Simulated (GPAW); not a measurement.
## σyz against shear in bcc Ta (space group 229): C44 (GPAW, LDA)

```
CELL_PARAMETERS angstrom
     -1.62606     1.62931     1.62931
      1.62606    -1.62280     1.62280
      1.62606     1.62280    -1.62280
ATOMIC_POSITIONS crystal
  Ta 0.00000 0.00000 0.00000
```

Computed with LDA (Perdew-Wang 92), GPAW PAW datasets LDA (gpaw-data 1.0.1) (plane waves; GPAW). Settings: mode = pw; ecut = 585 eV; xc = LDA; kpts = 38 38 38; mesh shift (steps) = 0 0 0; occupations.name = fermi-dirac; occupations.width = 0.05 eV; nbands = -7; convergence.density = 1e-06 e/electron; convergence.energy = 1e-06 eV/electron; symmetry.symmorphic = false; symmetry.tolerance = 0.0005; maxiter = 100. The cell above is the first row's. The rows shear the cubic cell: the yz and zy parts of the deformation are each γ/2. At γ = 0 the shear stress vanishes by symmetry. Stress is positive in tension. In all rows the k mesh is held.

```csv
γ (%),σyz (GPa)
0.4,0.295
0.8,0.590
1.2,0.885
1.6,1.179
2.0,1.474
2.4,1.767
2.8,?
```

Task: Fit σyz against γ with a straight line, and predict the withheld value at γ = 2.8.

Result: With u = γ - 1.4, the rows have u = -1.0000, -0.6000, -0.2000, 0.2000, 0.6000, 1.0000. Means: u 0, σyz 1.0317. About the means, the sum of products is 2.0612 and the sum of squares of u is 2.8000; the slope is their ratio. Least squares gives σyz = 1.0317 + 0.73614·u. Residuals (row less fit): -0.0006, 0.0000, 0.0005, 0.0001, 0.0006, -0.0008; standard error 0.0006 (degrees of freedom: 4). The slope of the line, 0.73614 GPa per cent, gives C44 ≈ 100 × 0.73614 = 74 GPa, for the static lattice. At the withheld row, u = 1.4000, so σyz = 1.0317 + 0.73614 × 1.4000 = 2.0623 GPa. The calculation gives 2.057 GPa, 0.0053 GPa below the prediction (0.3 % of the range of σyz in the table). The row lies outside the fitted rows, so this is an extrapolation. From the scatter of the fitted rows alone, a prediction at this place has a standard error of 0.0009 GPa, so the miss is 6.0 times that.

Carrying the step between the two nearest rows on in a straight line would have given 2.060, off by 0.003; series whose last step already gives the withheld value aren't shown. The reference cell has the volume at which an earlier scan in this program and functional put its minimum by a fit. The unstrained cell stands at a pressure of 0.09 GPa, and the constants belong to that pressure. Spin polarisation is off. Spin-orbit coupling is off. Without a gap such slopes are sensitive to mesh and smearing. Cutoffs and mesh are single choices, not tested for convergence of this quantity. Series with a scatter that would blur these digits, or in which a gap closes, are not shown. Strain series were run only where this level's volume lies within 10 % of a first guess from the measured size.

Terms beyond the fitted order, or numerical noise in single rows, can give a miss of this size; the table doesn't tell which.
